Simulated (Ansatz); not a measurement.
Coverage and cell size: S on the 1x1 (111) surface of fcc Cu, one adsorbate a cell, in each cell the lowest of the starts that converged. Energies against ⅛ S8(g), without dispersion, zero-point or thermal terms; small cells hold the layer to their symmetry. A negative adsorption energy means that the adsorbate is more stable on the surface than in its reference.

Method: PBE (plane waves to 420 eV, PAW; Ansatz, a quantum-chemistry and plane-wave program).

```json
[
 {"area an adsorbate, end state": "6 Å², bonded to Cu", "atoms": "5", "E_ads (eV)": "0.36", "height (Å)": "2.30", "Δ work function (eV)": "0.33", "rough cost": "roughly 50 core-seconds"},
 {"area an adsorbate, end state": "11 Å², bonded to 3 Cu", "atoms": "9", "E_ads (eV)": "-0.65", "height (Å)": "1.76", "Δ work function (eV)": "0.64", "rough cost": "very roughly 18 core-minutes"},
 {"area an adsorbate, end state": "23 Å², bonded to 3 Cu", "atoms": "17", "E_ads (eV)": "___", "height (Å)": "1.63", "Δ work function (eV)": "0.73", "rough cost": "about 40 core-minutes (a rough figure)"}
]
```

### Question
Fill in the missing entries.

### Answer

- 23 Å², bonded to 3 Cu, E_ads (eV): -1.29
